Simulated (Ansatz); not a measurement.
SrC2 (I4/mmm): band-edge transport data

Data:

```yaml
crystal:
  lattice:
    - [-2.02504, 2.02504, 3.37200]
    - [2.02504, -2.02504, 3.37200]
    - [2.02504, 2.02504, -3.37200]
  atoms:
    - { symbol: Sr, position: [0.00000, 0.00000, 0.00000] }
    - { symbol: C, position: [0.40660, 0.40660, 0.00000] }
    - { symbol: C, position: [0.59340, 0.59340, 0.00000] }
```

Computed with PBEsol with spin-orbit coupling, rigid bands (plane waves, PAW; Ansatz, a quantum-chemistry and plane-wave program). Condition of this run: spin-orbit coupling switched on. How the cell was made: cell and atoms relaxed with PBEsol.

```json
{
 "band_gap": "1.42 eV",
 "electron conductivity mass (300 K, dilute)": "0.57 (x), 0.57 (y), 0.35 (z) mₑ",
 "hole conductivity mass (300 K, dilute)": "3.9 (x), 3.9 (y), 1.79 (z) mₑ",
 "effective density of states N_c (300 K)": "2.1e19 cm⁻³",
 "effective density of states N_v (300 K)": "2.9e20 cm⁻³",
 "density_of_states_mass_electrons": "0.90 mₑ",
 "density_of_states_mass_holes": "5.2 mₑ",
 "Seebeck coefficient, n-type 1e19 cm⁻³, 300 K": "-281 μV/K",
 "best n-type power factor at 300 K for τ = 10 fs (best axis; densities from 1e16 to 1e21 cm⁻³ tried, whether or not they can be reached)": "9.6 μW/(cm·K²) at 1e20 cm⁻³",
 "Seebeck coefficient, p-type 1e19 cm⁻³, 300 K": "503 μV/K"
}
```

Rigid bands; masses and Seebeck coefficients take one relaxation time τ for all states and one kind of carrier; polarons and phonon drag are left out.

Formula and space group known from diffraction (Crystallography Open Database), not checked to be the room-temperature form: SrC2 (I4/mmm).
